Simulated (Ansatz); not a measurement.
A computed series for hypothetical diamond Zn: pressure series

Take Zn in the diamond structure (space group Fd-3m, No. 227; a = 5.827 Å; a hypothetical phase, not in the database extracts checked) as the base.

Cell and atoms are relaxed at each pressure.

Levels (all Ansatz, an electronic-structure program, PAW): PBE (420 eV, without spin-orbit coupling); PBEsol (420 eV, no SOC).

The base cell above is that of PBE; each level relaxes its own structures.

| case | volume per atom, PBE | volume per atom, PBEsol |
|---|---|---|
| pressure −2 GPa | 27.18 Å³ | 24.23 Å³ |
| pressure −1 GPa | 25.79 Å³ | 23.32 Å³ |
| pressure 0.3 GPa | 24.45 Å³ | 22.42 Å³ |
| pressure 0.7 GPa | 24.10 Å³ | (withheld) |
| pressure 1.5 GPa | 23.48 Å³ | (withheld) |
| pressure 3 GPa | 22.55 Å³ | 21.08 Å³ |
| pressure 5 GPa | 21.58 Å³ | (withheld) |
| pressure 7.5 GPa | 20.64 Å³ | (withheld) |
| pressure 10 GPa | 19.89 Å³ | 18.93 Å³ |

Some entries are withheld; estimate them.


- pressure 0.7 GPa, volume per atom, PBEsol: 22.19 Å³
- pressure 1.5 GPa, volume per atom, PBEsol: 21.75 Å³
- pressure 5 GPa, volume per atom, PBEsol: 20.33 Å³
- pressure 7.5 GPa, volume per atom, PBEsol: 19.56 Å³

PBE lies above PBEsol in every row, by 0.95 Å³ to 2.95 Å³. They put the cases in the same order.

Load acts through the strain it causes; cell and atoms are relaxed under it. Whether these cells are dynamically stable was not tested. Competing high-pressure phases were not computed.
